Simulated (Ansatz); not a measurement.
Consider Cs$_{2}$AgBiBr$_{6}$ (space group Fm-3m, No. 225).

```
CELL_PARAMETERS angstrom
      0.00000     5.67196     5.67196
      5.67196     0.00000     5.67196
      5.67196     5.67196     0.00000
ATOMIC_POSITIONS crystal
  Cs 0.25000 0.25000 0.25000
  Cs 0.75000 0.75000 0.75000
  Ag 0.50000 0.50000 0.50000
  Bi 0.00000 0.00000 0.00000
  Br 0.74811 0.25189 0.25189
  Br 0.25189 0.74811 0.74811
  Br 0.25189 0.74811 0.25189
  Br 0.74811 0.25189 0.74811
  Br 0.25189 0.25189 0.74811
  Br 0.74811 0.74811 0.25189
```

Cartesian axes are those of the cell as printed.

Level of theory: r2SCAN, PAW, 500 eV (Ansatz, a quantum-chemistry and plane-wave program; without spin-orbit coupling), earlier PAW set.

Strains are applied to the cell and any free atomic positions relax; under biaxial strain the out-of-plane vector relaxes too.

One change was made to it. Results:

```
quantity             base     after
---------------  --------  --------
volume per atom  36.49 Å³  34.74 Å³
band gap          1.67 eV   1.36 eV
```

Task: Which change produced these results?
(A) strain tensor (xx, yy, zz, yz, xz, xy) = (+1.71, +0.72, −1.30, −0.90, −0.90, +0.93) %
(B) biaxial strain −4.07 %, plane normal [001], relaxed out of plane
(C) uniaxial strain ε_yy = −0.57 %

Result: B, biaxial strain −4.07 %, plane normal [001], relaxed out of plane. For comparison, the band gap in the other runs: uniaxial strain ε_yy = −0.57 % gives 1.64 eV; strain tensor (xx, yy, zz, yz, xz, xy) = (+1.71, +0.72, −1.30, −0.90, −0.90, +0.93) % gives 1.57 eV.

Spin-orbit coupling, missing from the scalar runs, can matter with Bi. Gaps are read on the SCF mesh and a high-symmetry path. Whether these cells are dynamically stable was not tested.
